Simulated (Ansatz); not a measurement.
System: ScOF (model structure, Pca2₁, No. 29, 12 atoms in the cell). Method: r²SCAN+rVV10 (Ansatz, a program for electronic structure, plane waves, PAW).

Settings: plane-wave cutoff 560 eV, 6×8×8 k mesh (along the axes of the cell as run), Fermi–Dirac smearing 0.01 eV, scalar-relativistic PAW data made under PBE.

Cell (relaxed at this level):

```
ScFO
1.0
    5.17847     0.00000     0.00000
    0.00000     5.02053     0.00000
    0.00000     0.00000     5.12110
Sc F O
4 4 4
Direct
  0.02494   0.30392   0.24221
  0.97506   0.69608   0.74221
  0.52494   0.69608   0.24221
  0.47506   0.30392   0.74221
  0.36826   0.06366   0.12587
  0.63174   0.93634   0.62587
  0.86826   0.93634   0.12587
  0.13174   0.06366   0.62587
  0.24437   0.53718   0.98792
  0.75563   0.46282   0.48792
  0.74437   0.46282   0.98792
  0.25563   0.53718   0.48792
```

**Question.** Give the computed band gap, smallest direct gap on the k points sampled and direct gap at Γ.

**Answer.** 
band gap: 5.00 eV (indirect)
smallest direct gap on the k points sampled: 5.09 eV
direct gap at Γ: 5.44 eV

Note: the relaxation could raise the start's symmetry but not lower it, so the cell can be a saddle point.

The computed numbers hold no vibrational or temperature effects.

Cost on a shared machine: very roughly 4 core-minutes.

A model structure was made by putting elements into a prototype or built by hand; it is no filed structure, need not be a known phase, and can be a saddle point held by its symmetry.
